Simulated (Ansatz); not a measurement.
## Worked example: self-consistent single point of the (001) slab of HfAu (cut from a parent of space group no. 129; 8 atoms in the cell) in Ansatz

Level of theory: LDA (PW92), default PAW files made with PBE (plane waves; Ansatz, a program for electronic structure).

Input:

Ansatz 0.2 input:
```yaml
# AuHf
crystal:
  lattice:
    - [3.466441, 0.000000, 0.000000]
    - [0.000000, 3.466441, 0.000000]
    - [0.000000, 0.000000, 24.710984]
  atoms:
    - { symbol: Hf, position_ang: [0.000000, 1.733221, 11.422084] }
    - { symbol: Hf, position_ang: [1.733221, 0.000000, 7.000004] }
    - { symbol: Au, position_ang: [0.000000, 1.733221, 8.402476] }
    - { symbol: Au, position_ang: [1.733221, 0.000000, 10.019612] }
    - { symbol: Hf, position_ang: [0.000000, 1.733221, 17.710980] }
    - { symbol: Hf, position_ang: [1.733221, 0.000000, 13.288900] }
    - { symbol: Au, position_ang: [0.000000, 1.733221, 14.691372] }
    - { symbol: Au, position_ang: [1.733221, 0.000000, 16.308508] }
basis:
  ecutwfc: 420.0
kpoints:
  mp_grid:
    grid: [7, 7, 1]
hamiltonian:
  xc: lda
  pseudopotentials:
    kind: paw
scf:
  occupations:
    method: fermi_dirac
    width: 0.1
output:
  forces: true
  eigenvalues: true
  stress: true
```

Output, abridged:

```
WARN ansatz: RAYON_NUM_THREADS=1 ignored (pool sized by the plan → 1); use --threads N
Pseudopotentials: kind: paw
Pseudopotential: Hf, paw, valence charge 26
Pseudopotential: Au, paw, valence charge 19
Crystal: 8 atoms, lattice volume = 296.932 Å³
Basis set: ecut = 420 eV, 5783 PW (Γ)
Bands: 108, of which v1, the nominal top of the filled ones, is band 90 counted from 1 (89 counted from 0)
Symmetry: 16 space group operations
Space group: P4/nmm (ITA 129), of the structure as read, at distance tolerance 6.7e-5 Å
k-points: 10 of 49
PAW frozen core: Hf, regenerated for the run's functional, and the local potential with it
PAW frozen core: Au, regenerated for the run's functional, and the local potential with it
Initial density: superposition of atomic densities (neutral atoms: chi_scale 0, normalization atom), corrected by the library's trained network
Initial wavefunctions: pseudopotential atomic-orbital guess
Eigensolver: davidson
Functional: x = slater, c = lda
SCF iter   1: F=—  HF=-113367.916849 eV  |F-HF|=—  |Δ(HF+E_count)|=         —  Δρ=6.70e-3  dr2=8.25e-1  ethr=1.77e-3  ⟨swp⟩=5.8  Hψ=3660  notcnv=0  defer=6
all-band conjugate gradients solve this SCF's bands
preconditioner: auto → LDOS
SCF iter   2: F=—  HF=-113367.886802 eV  |F-HF|=—  |Δ(HF+E_count)|=   3.00e-2  Δρ=3.75e-3  dr2=1.11e-1  ethr=4.58e-4  ⟨swp⟩=2.0  Hψ=1399  notcnv=0  defer=20
SCF iter   3: F=—  HF=-113367.874511 eV  |F-HF|=—  |Δ(HF+E_count)|=   1.23e-2  Δρ=2.17e-3  dr2=2.15e-2  ethr=6.16e-5  ⟨swp⟩=2.4  Hψ=1966  notcnv=0  defer=20
SCF iter   4: F=—  HF=-113367.870081 eV  |F-HF|=—  |Δ(HF+E_count)|=   4.43e-3  Δρ=5.35e-4  dr2=2.97e-3  ethr=1.19e-5  ⟨swp⟩=2.1  Hψ=1499  notcnv=0  defer=20
SCF iter   5: F=—  HF=-113367.870006 eV  |F-HF|=—  |Δ(HF+E_count)|=   7.50e-5  Δρ=2.19e-4  dr2=1.96e-4  ethr=1.65e-6  ⟨swp⟩=2.1  Hψ=1564  notcnv=0  defer=20
SCF iter   6: F=—  HF=-113367.869997 eV  |F-HF|=—  |Δ(HF+E_count)|=   9.43e-6  Δρ=7.68e-5  dr2=2.56e-5  ethr=1.09e-7  ⟨swp⟩=2.0  Hψ=1676  notcnv=0  defer=20
SCF iter   7: F=—  HF=-113367.870119 eV  |F-HF|=—  |Δ(HF+E_count)|=   1.22e-4  Δρ=3.12e-5  dr2=2.84e-6  ethr=1.42e-8  ⟨swp⟩=2.1  Hψ=1796  notcnv=0  defer=20
SCF iter   8: F=—  HF=-113367.870120 eV  |F-HF|=—  |Δ(HF+E_count)|=   1.01e-6  Δρ=1.22e-5  dr2=4.60e-7  ethr=1.58e-9  ⟨swp⟩=2.5  Hψ=2088  notcnv=0  defer=20
SCF iter   9: F=-113367.870120 eV  HF=-113367.870120 eV  |F-HF|=1.34e-9  |Δ(HF+E_count)|=   1.96e-7  Δρ=4.29e-6  dr2=6.68e-8  ethr=5.56e-11  ⟨swp⟩=12.1  Hψ=5020  notcnv=0
SCF 1 converged in 9 iterations: F = -113367.870120 eV  dr2 = 6.68e-8
SCF converged after 9 iterations
Free energy (F): -113367.870120 eV
Harris-Foulkes:  -113367.870120 eV  (|F-HF|=1.34e-9)
Internal energy: -113367.673110 eV  (E = F + TS)
E sigma→0 (E₀):  -113367.771615 eV
Entropy (-TS):   -0.197010 eV (-24.626 meV/atom)
Fermi energy:    8.855038 eV
--- Per-component energies (eV) ---
  E_band       = -2865.451125
  E_kinetic    = 4106.190474
  E_local      = -270824.696461  (includes V_loc(G=0)·N_el)
  E_nonlocal   = -4621.114338
  E_hartree    = 133217.089790
  E_xc         = -2095.853369
  E_vxc        = -2164.769938  (∫ρ·V_xc dr)
  E_paw        = -64426.539691  (= ΣΔE_a)
  E_vpaw       = 4204.839212  (= ΣTr[D̂ρ^β])
  E_aug_tail   = 0.005183  (compensation charges beyond the density's cutoff)
  E_ewald      = 91265.325460
  E_core_change = 11.919841  (= ΣΔE_core)
  E_smearing   = -0.197010  (= −TS)
  E_closure    = 0.000000  (closes the sum)
  Σ components = -113367.870120   (vs F -113367.870120, Δ=0.00e0)
--- Forces (eV/Å), atoms counted from 1 ---
  atom   1  Hf     0.00000000     0.00000000     0.17816501
  atom   2  Hf     0.00000000     0.00000000     1.22671073
  atom   3  Au     0.00000000     0.00000000    -0.60897062
  atom   4  Au    -0.00000000     0.00000000    -0.37228170
  atom   5  Hf     0.00000000     0.00000000    -1.22671073
  atom   6  Hf     0.00000000     0.00000000    -0.17816501
  atom   7  Au    -0.00000000     0.00000000     0.37228170
  atom   8  Au     0.00000000     0.00000000     0.60897062
  max |Σ_I F_I| component: 4.52e-26 eV/Å
--- Stress (GPa, compression-positive) ---
       -4.554979       0.000000       0.000000
        0.000000      -4.554979       0.000000
        0.000000       0.000000      -3.732402
  P = ⅓ Tr σ = -4.2808 GPa (-42.808 kbar)
  The stress holds the Pulay correction. Without it, at fixed plane waves, as pw.x and ABINIT print it: P = -4.2991 GPa
--- Band table (eV; the first three rows and the last of 10) ---
  k-point 0: bands = ["-97.7960", "-97.7960", "-97.7340", "-97.7340", "-54.2749", "-54.2749", "-53.1476", "-53.0899", "-49.1103", "-49.1103", "-49.0716", "-49.0716", "-49.0716", "-49.0716", "-49.0254", "-49.0251", "-49.0023", "-49.0023", "-49.0023", [...]
  k-point 1: bands = ["-97.7960", "-97.7960", "-97.7340", "-97.7340", "-54.2739", "-54.2739", "-53.1436", "-53.0917", "-49.1112", "-49.1112", "-49.0751", "-49.0751", "-49.0693", "-49.0693", "-49.0230", "-49.0228", "-49.0042", "-49.0042", "-49.0040", [...]
  k-point 2: bands = ["-97.7958", "-97.7958", "-97.7340", "-97.7340", "-54.2716", "-54.2716", "-53.1333", "-53.0973", "-49.1133", "-49.1133", "-49.0820", "-49.0819", "-49.0637", "-49.0637", "-49.0185", "-49.0185", "-49.0090", "-49.0090", "-49.0079", [...]
  k-point 9: bands = ["-97.7956", "-97.7956", "-97.7339", "-97.7339", "-54.2638", "-54.2638", "-53.1083", "-53.1054", "-49.1049", "-49.1049", "-49.0873", "-49.0873", "-49.0852", "-49.0852", "-49.0306", "-49.0305", "-49.0065", "-49.0065", "-49.0062", [...]
```

The run converged in 9 iterations.

The starting cell comes from a database of computed structures (which also holds hypothetical and non-ambient phases and stackings), without a prior relaxation at this level. The slab is cut from that crystal, and its faces are unrelaxed. Its lattice was rescaled by up to half a per cent. Spin-orbit coupling is off. Forces in this geometry exceed 1 eV/Å.
